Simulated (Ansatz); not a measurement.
Base system: CaO in the rock salt structure (space group Fm-3m, No. 225).

```xyz
2
Lattice="0.0000 2.3836 2.3836 2.3836 0.0000 2.3836 2.3836 2.3836 0.0000" Properties=species:S:1:pos:R:3 pbc="T T T"
Ca     0.0000     0.0000     0.0000
O      2.3836     2.3836     2.3836
```

Cartesian axes are those of the cell as printed.

Computed with Kohn–Sham DFT with the PBEsol functional, run in Ansatz (an electronic-structure program) with PAW and 420 eV plane waves, no spin-orbit coupling.

For the base:

```
Quantity                         Value
-----------------------------  -------
Shortest interatomic distance  2.384 Å
```

Modification: tensile biaxial strain of 2.50 % in the plane normal to [001], as in epitaxy on a mismatched substrate; the out-of-plane cell vector and the atoms relax.

Question: What happens to the out-of-plane strain, in-plane stress, shortest interatomic distance and energy relative to the base?

Answer: The out-of-plane strain amounts to -1.23 %; the mean in-plane stress (compression positive) amounts to -5.4 GPa; the shortest interatomic distance shrinks by 0.0293 Å to 2.354 Å; the energy goes up by 12 meV/atom.

Whether these cells are dynamically stable was not tested.
